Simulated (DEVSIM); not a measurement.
System: Ru/HfO2/p-Ge capacitor, at 300 K.

```
layer (left to right)  material  thickness (nm)  Na (cm⁻³)
---------------------  --------  --------------  ---------
1                          HfO2            11.0          -
2                            Ge            3800     2.5e16
```

Metal gate on the left, work function 4.7 eV. Fixed charge at the semiconductor interface -7.8e10 cm⁻² (in units of +e); no interface traps.

Constants are typed, rounded textbook-type inputs, not results; the design itself was drawn at random and stands for no fabricated device. Values at 300 K.

| parameter | HfO2 | Ge |
|---|---|---|
| gap (eV) | 5.7 | 0.664 |
| affinity (eV) | 2.5 | 4 |
| permittivity | 22 | 16 |
| Nc (cm⁻³) | - | 1.04e19 |
| Nv (cm⁻³) | - | 6e18 |

Model (solved in DEVSIM): 1D Poisson equation in equilibrium, Boltzmann statistics, complete ionisation; no quantum confinement or tunnelling. Metal contacts follow the ideal Schottky-Mott rule: no Fermi-level pinning, no interface dipoles.

Base results: capacitance of the dielectric stack (μF/cm²) 1.77; minimum of the low-frequency capacitance (μF/cm²) 0.103; flat-band voltage (V) 0.18; threshold voltage (band bending 2φF) (V) 0.59.

### Question
What follows from this one change: fixed charge -7.8e+10 → -2.448e+12 cm^-2?

### Answer
capacitance of the dielectric stack little changed (1.77 μF/cm²); minimum of the low-frequency capacitance little changed (0.104 μF/cm²); flat-band voltage 0.18 → 0.40 V; threshold voltage (band bending 2φF) 0.59 → 0.80 V.

### Question
What follows from this one change: gate work function 4.7 → 4.55 eV?

### Answer
capacitance of the dielectric stack little changed (1.77 μF/cm²); minimum of the low-frequency capacitance little changed (0.103 μF/cm²); flat-band voltage 0.18 → 0.03 V; threshold voltage (band bending 2φF) 0.59 → 0.44 V.

### Question
What follows from this one change: HfO2 thickness 0.011 → 0.0044 μm?

### Answer
capacitance of the dielectric stack 1.77 → 4.43 μF/cm²; minimum of the low-frequency capacitance 0.103 → 0.108 μF/cm²; flat-band voltage little changed (0.18 V); threshold voltage (band bending 2φF) 0.59 → 0.56 V.

### Question
What follows from this one change: interface trap density 0 → 1e+11 cm^-2 eV^-1?

### Answer
capacitance of the dielectric stack little changed (1.77 μF/cm²); minimum of the low-frequency capacitance 0.103 → 0.117 μF/cm²; flat-band voltage little changed (0.18 V); threshold voltage (band bending 2φF) little changed (0.59 V).
